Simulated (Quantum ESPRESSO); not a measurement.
## Parameter sweep on Mg3Pt (P6_3cm, 24 atoms in the cell)

```
Mg3Pt
1.0
    7.89617     0.00000     0.00000
   -3.94808     6.83828     0.00000
    0.00000     0.00000     8.33183
Mg Pt
18 6
Direct
  0.00000   0.00000   0.32402
  0.00000   0.00000   0.82402
  0.33333   0.66667   0.21442
  0.66667   0.33333   0.71442
  0.66667   0.33333   0.21442
  0.33333   0.66667   0.71442
  0.28221   0.28221   0.08478
  0.00000   0.28221   0.58478
  0.71779   0.00000   0.08478
  0.71779   0.71779   0.58478
  0.00000   0.71779   0.08478
  0.28221   0.00000   0.58478
  0.37511   0.37511   0.42929
  0.00000   0.37511   0.92929
  0.62489   0.00000   0.42929
  0.62489   0.62489   0.92929
  0.00000   0.62489   0.42929
  0.37511   0.00000   0.92929
  0.32770   0.32770   0.75691
  0.00000   0.32770   0.25691
  0.67230   0.00000   0.75691
  0.67230   0.67230   0.25691
  0.00000   0.67230   0.75691
  0.32770   0.00000   0.25691
```

Base run A: PBEsol, SSSP 1.1.2 efficiency (PBE) pseudopotentials run with Quantum ESPRESSO, self-consistent single point.

Its settings: ecutwfc = 40 Ry; ecutrho = 320 Ry; occupations = smearing; smearing = cold; degauss = 0.0147 Ry; input_dft = pbesol; potentials = {Mg: Mg.pbe-n-kjpaw_psl.0.3.0.UPF, Pt: pt_pbe_v1.4.uspp.F.UPF}; K_POINTS = automatic 3 3 2 0 0 0; conv_thr = 1e-10 Ry.

The starting cell comes from a database of computed structures (which also holds hypothetical and non-ambient phases and stackings), without a prior relaxation at this level. Spin polarisation is off. Without a gap this mesh is coarse (it stands for a supercell whose shortest vector is 17 Å).

ΔF is the free energy per atom less that of run A. 

Run A gave: pressure (GPa) -0.40; largest force (eV/Å) 0.076; TS (meV/atom) 0.7; k-points 6.

Runs:
- B: degauss, K_POINTS = 0.002205 Ry, automatic 3 3 2 0 0 0
- C: degauss, K_POINTS = 0.0073499 Ry, automatic 3 3 2 0 0 0
- D: degauss, K_POINTS = 0.02205 Ry, automatic 3 3 2 0 0 0
- E: degauss, K_POINTS = 0.002205 Ry, automatic 3 3 3 0 0 0
- F: degauss, K_POINTS = 0.0073499 Ry, automatic 3 3 3 0 0 0
- G: degauss, K_POINTS = 0.02205 Ry, automatic 3 3 3 0 0 0
- H: degauss, K_POINTS = 0.002205 Ry, automatic 4 4 3 0 0 0
- I: degauss, K_POINTS = 0.0073499 Ry, automatic 4 4 3 0 0 0
- J: degauss, K_POINTS = 0.02205 Ry, automatic 4 4 3 0 0 0

What does run I change against A?

The free energy rises by 1.8 meV/atom, the pressure stays near -0.39 GPa while the zz stress (positive for compression) goes from 0.20 to -0.71 GPa and the largest force goes from 0.076 to 0.045 eV/Å.

What does run H change against A?

The free energy goes up by 2.2 meV/atom, the pressure stays near -0.40 GPa while the zz stress (positive for compression) goes from 0.20 to -0.69 GPa and the largest force goes from 0.076 to 0.049 eV/Å.

What does run F change against A?

The free energy goes up by 10.8 meV/atom, the pressure stays near -0.32 GPa while the zz stress (positive for compression) goes from 0.20 to -0.42 GPa and the largest force goes from 0.076 to 0.047 eV/Å.

```tsv
run	ΔF (meV/atom)	pressure (GPa)	largest force (eV/Å)	TS (meV/atom)	k-points
A	0.00	-0.40	0.076	0.7	6
B	0.30	-0.42	0.080	0.2	6
C	0.01	-0.41	0.080	0.0	6
D	-0.51	-0.39	0.072	1.2	6
E	11.2	-0.31	0.054	0.0	6
F	10.8	-0.32	0.047	1.0	6
G	8.2	-0.30	0.049	4.6	6
H	2.2	-0.40	0.049	0.0	8
I	1.81	-0.39	0.045	0.8	8
J	0.53	-0.39	0.044	2.1	8
```
